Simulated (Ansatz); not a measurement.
Input:

```
Bi2Se3
1.0
    4.14453     0.00000     0.00000
   -2.07227     3.58927     0.00000
    2.07227     1.19642     9.47761
Bi Se
2 3
Direct
  0.19820   0.59910   0.20270
  0.80180   0.40090   0.79730
  0.00000   0.00000   0.00000
  0.57908   0.78954   0.63139
  0.42092   0.21046   0.36861
```

The cell was relaxed by PBE-D3(BJ); by r2SCAN it stands under a pressure of 1.3 GPa.

Transport runs along the normal of the first two printed cell vectors, the (001) plane of the conventional cell.

The gap is the functional's own. No spin-orbit coupling. Mid-gap values are those at the computed energy nearest the middle.

### Question
Give the band gap and the smallest decay constant κ at mid-gap that r2SCAN in Ansatz (a program for electronic structure) yields.

### Answer
Gap 0.42 eV on a 10×10×10 mesh; κ = 0.076 1/Å, at the zone centre.
